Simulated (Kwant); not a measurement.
Model system: GaN/Al0.2Ga0.8N stack with 1 barrier. One parabolic valley. Leads of mass 0.2 mₑ with the band edge at 0; grid 0.1 nm; bias swept from 0.014 to 0.43979 V, dropping linearly over the stack. Emitter Fermi level 0.07 eV, 300 K, equal in the collector.

| layer | thickness (nm) | band offset (eV) | mass (mₑ) |
|---|---|---|---|
| 1 | 3.2 | 0.35 | 0.22 |

The device is made up for the run: typed textbook-type constants, with dimensions and the other settings drawn at random.

Model: one-band effective-mass tight-binding model in one dimension, coherent, no space charge, current by the Tsu-Esaki formula (Kwant).

Sweep values stay those of the base run.

The mass in the first barrier was swept, all else fixed.

| mass in the first barrier (mₑ) | J (A/cm²) at bias = 0.4398 V | J (A/cm²) at bias = 0.1086 V | J (A/cm²) at bias = 0.3215 V | J (A/cm²) at bias = 0.2269 V |
|---|---|---|---|---|
| 0.13 | 604000 | 69500 | 307000 | 167000 |
| 0.18 | 344000 | 29900 | 151000 | 76400 |
| 0.22 | 237000 | 16100 | 91800 | 43300 |
| 0.29 | 141000 | 5980 | 43400 | 17900 |

From the first row to the last the J at bias = 0.4398 V goes from 604000 to 141000. From the first row to the last the J at bias = 0.1086 V goes from 69500 to 5980.
